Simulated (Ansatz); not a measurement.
Results of G0W0@HSE06 in Ansatz (hard PAW, contour deformation, complete-basis limit) for SnC (model structure, started from the zincblende type, F-43m, No. 216, 2 atoms in the cell).

Run with largest k mesh 10×10×10 (not extrapolated in the mesh).

Cell (relaxed with PBEsol):

Space group F-43m (No. 216); a = b = c = 5.033 Å, α = β = γ = 90.00°

```json
[
 {"atom": "C", "site": "4c", "symmetry": "-43m", "x": "0.2500", "y": "0.2500", "z": "0.2500"},
 {"atom": "Sn", "site": "4a", "symmetry": "-43m", "x": "0.0000", "y": "0.0000", "z": "0.0000"}
]
```
(The calculation used a cell of 2 atoms; values per cell refer to that cell.)

### Question
Predict the band gap.

### Answer

- band gap: 1.72 eV

Note: filled d or f shells below the valence bands can shift G0W0 gaps through exchange with them, which wasn't tested here; GW on a hybrid start was not checked against another program; the relaxation could raise the start's symmetry but not lower it, so the cell can be a saddle point; the gap holds a correction of +0.04 eV to the complete basis.

Spin–orbit coupling is not included.

Static lattice: no zero-point or thermal effects.

Cost on a shared machine: about 5 core-hours (a rough figure).

A model structure was made by putting elements into a prototype or built by hand; it is no filed structure, need not be a known phase, and can be a saddle point held by its symmetry.

Ansatz is an electronic-structure program.
